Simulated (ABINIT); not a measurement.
Input and output of a self-consistent single point for NbN (Fm-3m, 2 atoms in the cell) (ABINIT).

Computed with PBE, norm-conserving pseudopotentials (PseudoDojo nc-sr-05 PBE standard) (plane waves; ABINIT).

The change in words: lattice scaled by 0.98. Reference geometry:
```xyz
2
Lattice="0.0000 2.2144 2.2144 2.2144 0.0000 2.2144 2.2144 2.2144 0.0000" Properties=species:S:1:pos:R:3 pbc="T T T"
Nb     2.2144     2.2144     2.2144
N      0.0000     0.0000     0.0000
```

Reference input (self-consistent single point, DFT, PBE, plane waves, norm-conserving pseudopotentials (PseudoDojo nc-sr-05 PBE standard)): pseudos = [Nb.upf, N.upf]; ecut = 84 Ry; occopt = 7; tsmear = 0.00183747 Ha; ngkpt = 13 13 13; nshiftk = 1; shiftk = 0 0 0; potentials = PseudoDojo nc-sr-05 PBE standard; nband = 14; kptopt = 1; nstep = 100; tolvrs = 1e-12. This run's input differs from it in these lines:

```diff
@@ -3,3 +3,3 @@
 pseudos "Nb.upf, N.upf"
-acell 5.9180277602 5.9180277602 5.9180277602
+acell 5.7996664567 5.7996664567 5.7996664567
 rprim
@@ -13,3 +13,3 @@
 xcart
-         2.2144360000    2.2144360000    2.2144360000
+         2.1701470000    2.1701470000    2.1701470000
          0.0000000000    0.0000000000    0.0000000000
```

The program printed (abridged):

```
--- !BeginCycle
solver: {iscf: 7, nstep: 100, nline: 4, wfoptalg: 0, }
tolerances: {tolvrs: 1.00E-12, }
...

     iter   Etot(hartree)      deltaE(h)  residm     vres2
 ETOT  1  -72.420456207974    -7.242E+01 2.091E-01 1.639E+03
 ETOT  2  -71.932830266402     4.876E-01 7.629E-02 4.122E+03
 ETOT  3  -72.721503576623    -7.887E-01 3.857E-02 3.720E+01
 ETOT  4  -72.728908337448    -7.405E-03 6.173E-03 1.954E+00
 ETOT  5  -72.728874632627     3.370E-05 1.638E-03 1.476E+00
   [... 3 lines left out ...]
 ETOT  9  -72.729171471223    -9.698E-09 5.313E-04 9.874E-07
 ETOT 10  -72.729171471413    -1.897E-10 6.778E-04 2.657E-08
 ETOT 11  -72.729171471420    -6.452E-12 1.872E-04 5.384E-11
 ETOT 12  -72.729171471419     2.558E-13 2.334E-04 2.414E-15
 At SCF step   12       vres2   =  2.41E-15 < tolvrs=  1.00E-12 =>converged.

 Cartesian components of stress tensor (hartree/bohr^3)
  sigma(1 1)= -6.63439627E-04  sigma(3 2)=  0.00000000E+00
  sigma(2 2)= -6.63439627E-04  sigma(3 1)=  0.00000000E+00
  sigma(3 3)= -6.63439627E-04  sigma(2 1)=  0.00000000E+00

 ----iterations are completed or convergence reached----

 reduced coordinates (array xred) for    2 atoms
       0.500000002179      0.500000002179      0.500000002179
       0.000000002179      0.000000002179      0.000000002179
 cartesian forces (eV/Angstrom) at end:
    1     -0.00000000000000    -0.00000000000000    -0.00000000000000
    2     -0.00000000000000    -0.00000000000000    -0.00000000000000
 frms,max,avg= 0.0000000E+00 0.0000000E+00   0.000E+00  0.000E+00  0.000E+00 e/A
   [... lines left out ...]
 Fermi (or HOMO) energy (hartree) =   0.64525   Average Vxc (hartree)=  -0.51217
   [... lines left out ...]
total_energy        : -7.27291714714193E+01
total_energy_eV     : -1.97906140272855E+03
band_energy         : -2.47057652846159E+00
...

-Cartesian components of stress tensor (GPa)         [Pressure=  1.9519E+01 GPa]
- sigma(1 1)= -1.95190644E+01  sigma(3 2)=  0.00000000E+00
- sigma(2 2)= -1.95190644E+01  sigma(3 1)=  0.00000000E+00
- sigma(3 3)= -1.95190644E+01  sigma(2 1)=  0.00000000E+00

 Calculation completed.
```

The run converged in 12 iterations. Against the reference run the free energy rises by 34.0 meV/atom and the pressure goes from -1.37 to 19.52 GPa.

The starting cell comes from a database of computed structures (which also holds hypothetical and non-ambient phases and stackings), without a prior relaxation at this level. Its lattice was rescaled by a random factor within 2.5 % of one. For this run, on top of that: lattice scaled by 0.98. Spin polarisation is off. With a pressure of about 20 GPa the cell is away from its equilibrium volume at this level.

Cost on one core of a shared machine: roughly 90 s.
